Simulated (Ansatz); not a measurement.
The starting structures come from a database of crystals and need not be the phases stable at ambient conditions.

## Evanescent states of KSb(PO4)2 (R-3, not sure to be the ambient phase, 12 atoms a cell, 14.6 Å³ an atom, -5 GPa at this level) along the normal of (110)

Level of theory: r2SCAN (plane waves, PAW; Ansatz, a first-principles code).

The gap is the functional's own, uncorrected, and κ follows it; spin-orbit coupling is left out. Mid-gap values are interpolated between the computed energies.

Energies count from the valence-band top; κ is the least over a 4×4 mesh across the current.

| E (eV) | κ (1/Å) | where |
|---|---|---|
| 0.09 | 0.220 | off Γ |
| 0.26 | 0.338 | off Γ |
| 0.42 | 0.394 | off Γ |
| 0.59 | 0.429 | off Γ |
| 0.77 | 0.431 | Γ |
| 0.94 | 0.431 | Γ |
| 1.10 | 0.431 | Γ |
| 1.27 | 0.430 | Γ |
| 1.45 | 0.427 | Γ |
| 1.61 | 0.422 | Γ |
| 1.78 | 0.416 | Γ |
| 1.96 | 0.408 | Γ |
| 2.12 | 0.399 | Γ |
| 2.29 | 0.386 | Γ |
| 2.46 | 0.372 | Γ |
| 2.63 | 0.354 | Γ |
| 2.81 | 0.331 | Γ |
| 2.98 | 0.303 | Γ |
| 3.15 | 0.267 | Γ |
| 3.31 | 0.215 | Γ |
| 3.48 | 0.124 | Γ |

Q: How thick must the barrier be to attenuate the transmission by 10^6 when the electrodes' Fermi level lies at 2.63 eV, and what attenuation does that film give at 3.48 eV?

A: d = 6 ln 10 / (2 × 0.354) = 19.5 Å. At 3.48 eV it gives 6 × 0.124/0.354 = 2.1 decades.
